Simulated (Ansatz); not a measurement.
System: BiVO₄ (I4₁/amd, No. 141, 12 atoms in the cell; start mp-545850; a measured phase of this formula has another space group). Method: PBE0 in Ansatz (plane waves, PAW).

Settings: plane-wave cutoff 460 eV, 6×6×6 k mesh, Fermi–Dirac smearing 0.01 eV, no spin polarisation, scalar-relativistic PAW data made under PBE.

Cell (relaxed with PBEsol):

```cif
data_Bi2O8V2
_chemical_formula_sum 'V2 Bi2 O8'
_space_group_name_H-M_alt 'P 1'
_space_group_IT_number 1
_cell_length_a 6.07692
_cell_length_b 6.07692
_cell_length_c 6.07692
_cell_angle_alpha 106.121
_cell_angle_beta 106.121
_cell_angle_gamma 116.403
loop_
_space_group_symop_operation_xyz
  'x, y, z'
loop_
_atom_site_label
_atom_site_type_symbol
_atom_site_fract_x
_atom_site_fract_y
_atom_site_fract_z
_atom_site_occupancy
V1 V 0.25000 0.75000 0.50000 1
V2 V 0.50000 0.50000 0.00000 1
Bi1 Bi 0.00000 0.00000 0.00000 1
Bi2 Bi 0.75000 0.25000 0.50000 1
O1 O 0.67003 0.48889 0.81886 1
O2 O 0.23889 0.92003 0.31886 1
O3 O 0.67003 0.85117 0.18114 1
O4 O 0.60117 0.92003 0.68114 1
O5 O 0.07997 0.39883 0.31886 1
O6 O 0.51111 0.32997 0.18114 1
O7 O 0.07997 0.76111 0.68114 1
O8 O 0.14883 0.32997 0.81886 1
```

### Question
What does this level give for the band gap and direct gap at Γ?

### Answer

band gap: 4.43 eV
direct gap at Γ: 5.89 eV

Note: cell and atoms aren't relaxed at this level (largest force component 0.50 eV/Å, pressure -1.3 GPa).

Spin–orbit coupling is not included; with these elements it can move the gap by several tenths of an eV or more.

Static lattice: no zero-point or thermal effects.

The result took around 13 core-minutes (rough).

A start named mp-… is a Materials Project structure, which need not be a measured phase.

Ansatz is a program for electronic structure.
